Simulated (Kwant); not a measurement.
Device: GaAs/Al0.3Ga0.7As stack with 2 barriers. One parabolic valley. Leads of mass 0.067 mₑ with the band edge at 0; grid 0.1 nm; bias swept from 0.0096 to 0.36 V, dropping linearly over the stack. Emitter Fermi level 0.034 eV, 300 K, equal in the collector.

```csv
layer,thickness (nm),band offset (eV),mass (mₑ)
1,2.8,0.24,0.092
2,4.1,0,0.067
3,3.6,0.24,0.092
```

The device is made up for the run: typed textbook-type constants, with dimensions and the other settings drawn at random.

Computed with Kwant: one-band effective-mass tight-binding model in one dimension, coherent, no space charge, current by the Tsu-Esaki formula.

Sweep values stay those of the base run.

The thickness of the first barrier was swept, all else fixed.

```json
[
 {"thickness of the first barrier (nm)": "1.7", "peak-to-valley ratio": "5.4", "bias of the first current peak (V)": "0.191", "J (A/cm²) at bias = 0.3600 V": "111000", "J (A/cm²) at bias = 0.09418 V": "140000"},
 {"thickness of the first barrier (nm)": "2.2", "peak-to-valley ratio": "6.7", "bias of the first current peak (V)": "0.167", "J (A/cm²) at bias = 0.3600 V": "74800", "J (A/cm²) at bias = 0.09418 V": "125000"},
 {"thickness of the first barrier (nm)": "2.8", "peak-to-valley ratio": "7.9", "bias of the first current peak (V)": "0.155", "J (A/cm²) at bias = 0.3600 V": "49300", "J (A/cm²) at bias = 0.09418 V": "94600"},
 {"thickness of the first barrier (nm)": "3.4", "peak-to-valley ratio": "8.1", "bias of the first current peak (V)": "0.143", "J (A/cm²) at bias = 0.3600 V": "34200", "J (A/cm²) at bias = 0.09418 V": "61200"},
 {"thickness of the first barrier (nm)": "3.9", "peak-to-valley ratio": "7.7", "bias of the first current peak (V)": "0.130", "J (A/cm²) at bias = 0.3600 V": "26000", "J (A/cm²) at bias = 0.09418 V": "38400"}
]
```

From the first row to the last the peak-to-valley ratio goes from 5.4 to 7.7. From the first row to the last the bias of the first current peak goes from 0.191 to 0.130.
